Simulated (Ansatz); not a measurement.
The reference is CdTe in the zinc blende structure (space group F-43m, No. 216; a = 6.489 Å).

Modification: a hydrostatic pressure of 10 GPa.

Levels (all Ansatz, a program for electronic structure, PAW): PBEsol (420 eV, without spin-orbit coupling); r2SCAN (500 eV, no spin-orbit coupling).

The geometry is relaxed with PBEsol.

| Quantity | Result |
|---|---|
| PBEsol electron mass | 0.081 mₑ (at Γ) |
| PBEsol hole mass | 0.083, 0.39, 0.39 mₑ (at Γ) |
| PBEsol band gap | 1.14 eV |

### Question
What does r2SCAN give at this geometry for the electron mass, hole mass and band gap?

### Answer
The electron mass changes from 0.081 mₑ (at Γ) to 0.11 mₑ (at Γ); the hole mass (degenerate bands, along [100]) goes from 0.083, 0.39, 0.39 mₑ (at Γ) to 0.12, 0.39, 0.39 mₑ (at Γ); the band gap goes up by 0.665 eV (1.14 eV → 1.80 eV).

Single points use the geometry relaxed with PBEsol. Their cutoffs differ, which shifts pressures a little. With Te present, leaving out spin-orbit coupling can change the band edges. Load acts through the strain it causes; cell and atoms are relaxed under it. Masses are band curvatures over ±0.01 Å⁻¹ around the edge. Stability against distortions was not tested. Measured, CdTe leaves this structure (for cinnabar) near 3.53 GPa (temperature not stated; as listed in Datta, Sujoy, Jana, Debnarayan, arXiv (2020)), on rising pressure, with hysteresis.
